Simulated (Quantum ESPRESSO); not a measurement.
# Equation of state of bcc W (space group 229): energy against volume (Quantum ESPRESSO, PBE)

```xyz
1
Lattice="-1.5519 1.5519 1.5519 1.5519 -1.5519 1.5519 1.5519 1.5519 -1.5519" Properties=species:S:1:pos:R:3 pbc="T T T"
W      0.0000     0.0000     0.0000
```

Level of theory: PBE, GBRV 1.5 ultrasoft (PBE) pseudopotentials (plane waves; Quantum ESPRESSO). Settings: ecutwfc = 52 Ry; ecutrho = 416 Ry; occupations = smearing; smearing = fermi-dirac; degauss = 0.0036749 Ry; potentials = {W: w_pbe_v1.2.uspp.F.UPF}; K_POINTS = automatic 26 26 26 0 0 0; conv_thr = 1e-10 Ry; mixing_beta = 0.4. The cell above is the first row's. The rows scale it uniformly. In all rows the k mesh is held. E is the free energy at the stated smearing, counted from the lowest row.

```
V (Å^3/atom)  E (meV/atom)
------------  ------------
14.951               95.19
15.276               48.27
15.601               17.85
15.926                2.25
16.251                0.00
16.576                9.76
16.901               30.33
17.226               60.66
17.551                   ?
```

Taking the third-order Birch-Murnaghan form, a cubic in V^(-2/3) for E over the 8 complete rows: With u = V^(-2/3) - 0.157, the rows have u = 0.007773, 0.005428, 0.003164, 0.000978, -0.001136, -0.003180, -0.005158, -0.007074. Least squares gives E = -0.355 + 1287.27·u + 1408132·u² + 976309·u³. Residuals (row less fit): 0.002, -0.006, 0.004, -0.002, 0.002, 0.000, -0.005, 0.002; standard error 0.005 (degrees of freedom: 4). Its minimum lies at u = -0.000457, so V0 = (0.156543)^(-3/2) = 16.15. There d²E/du² = 2814000 and d³E/du³ = 5858000, so B0 = (4/9) × 16.15^(-7/3) × 2814000 × 0.160218 = 304 GPa (the last factor turns the table's units into GPa), and B0' = 4 + (2/3) × 0.156543 × (5858000)/2814000 = 4.2. The program's pressures in the fitted runs (not shown) pass through zero at V = 16.13, 0.10 % from this V0.

### Question
Estimate the missing E (V = 17.551); what did the run itself give?

### Answer
u = -0.008931, so E = -0.355 + 1287.27 × (-0.008931) + 1408132 × (-0.008931)² + 976309 × (-0.008931)³ = 99.769 meV/atom. The calculation gives 99.75 meV/atom, 0.019 meV/atom below the prediction (under 0.05 % of the range of E in the table). The row lies outside the fitted rows, so this is an extrapolation. From the scatter of the fitted rows alone, a prediction at this place has a standard error of 0.012 meV/atom, so the miss is 1.6 times that.

Carrying the step between the two nearest rows on in a straight line would have given 90.99, off by 8.76; series whose last step already gives the withheld value aren't shown. The scan was laid around a cell of about the measured size, scaled by a guess for this functional. Spin polarisation is off. Spin-orbit coupling is off. Cutoffs and mesh are single choices, not tested for convergence of this quantity. Series with a scatter that would blur these digits, or in which a gap closes, are not shown. Nor are scans whose minimum lies at an end fitted in this form.
